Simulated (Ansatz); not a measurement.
Cell and atoms of amorphous W16Si32:

```xyz
48
Lattice="8.9709 0.0000 0.0000 0.0000 8.9709 0.0000 0.0000 0.0000 8.9709" Properties=species:S:1:pos:R:3 pbc="T T T"
W      5.3205     1.8615     5.7546
W      2.1399     7.5018     5.8292
W      5.5990     5.5798     2.4203
W      1.0633     1.7867     0.3490
W      2.2348     2.3247     2.6366
W      0.6428     6.3260     1.3483
W      8.2863     8.4243     8.6693
W      6.2686     6.8082     4.7719
W      5.9107     0.8485     1.1540
W      0.5831     0.8763     6.4262
W      8.6791     4.0972     8.3511
W      8.9495     5.1930     5.5662
W      2.1769     8.2178     8.4473
W      7.0120     3.0160     3.3764
W      4.6870     5.1394     8.6592
W      8.8231     7.9024     3.9373
Si     7.4393     0.8277     4.7982
Si     3.1993     6.5903     1.4410
Si     6.1187     8.9528     7.2582
Si     8.1894     1.1491     2.1988
Si     7.1568     7.7609     2.0604
Si     4.9813     2.5745     8.2158
Si     8.1441     7.6009     6.3708
Si     3.1009     0.9735     6.8012
Si     3.8370     4.0395     2.3319
Si     1.4638     3.2203     6.7376
Si     4.6475     1.6374     3.2473
Si     7.5321     3.0204     6.2325
Si     8.0425     5.4460     3.2403
Si     7.1204     6.1005     0.2471
Si     4.7168     7.9131     8.9132
Si     4.3769     8.5868     4.9415
Si     7.6339     1.8247     8.4454
Si     4.7955     8.0347     2.6982
Si     2.1928     4.3085     0.4044
Si     2.2729     4.1610     4.5079
Si     0.7203     6.3392     7.7014
Si     1.2138     8.7756     1.8911
Si     1.9146     0.4860     4.2624
Si     5.2622     4.3948     4.6648
Si     6.4765     5.2900     6.8083
Si     0.1035     3.6445     1.8879
Si     4.3848     6.7722     6.7221
Si     6.5604     3.6208     0.9144
Si     0.3979     2.5873     4.4630
Si     3.7790     3.9109     6.5260
Si     1.7411     6.2267     3.6856
Si     3.4921     1.2255     0.4899
```

Level of theory: PBE, scalar-relativistic without spin-orbit coupling (plane waves to 420 eV, PAW; Ansatz, a program for electronic structure).

It comes from a melt-quench run on a machine-learned potential (CHGNet), relaxed afterwards by DFT. The hot cell started wider than the set density and was brought back towards it in steps. It is the lowest in DFT energy of 2 quenches. It is a model cell: composition and starting density were chosen by hand, and all elements were melted together. No dispersion term was used. Its density started from a set value of 8.82 and ended at 8.83 g/cm³. The quench (nominally 240 K/ps over its main leg) was far faster than any real one, so the model tends to hold more defects than a real film. A cell of this size samples the disorder only roughly. The volume was free in the relaxation, at fixed shape. Stress components on the final sampling reach 1.4 GPa. On a 2×2×2 Γ-centred mesh force components of up to 0.45 eV/Å stay, since the relaxation ran on one k-point at (1/4, 1/4, 1/4).

Neighbours within W-W 3.44 Å, W-Si 3.36 Å, Si-Si 2.74 Å count as bonded.

Q: Give the coordination numbers, mean bond lengths and angles.

A: 
```json
{
 "Mean coordination of W": "12.06 (1 with 10, 4 with 11, 4 with 12, 7 with 13)",
 "Mean coordination of Si": "7.53 (5 with 6, 12 with 7, 9 with 8, 5 with 9, 1 with 10)",
 "Mean W-Si bond": "2.678 Å (spread 0.176 Å, 139 counted)",
 "Mean Si-Si bond": "2.560 Å (spread 0.105 Å, 51 counted)",
 "Mean W-W bond": "3.007 Å (spread 0.162 Å, 27 counted)",
 "Bond angle at W": "mean 96.2°, spread 33.9°",
 "Bond angle at Si": "mean 98.7°, spread 32.3°"
}
```
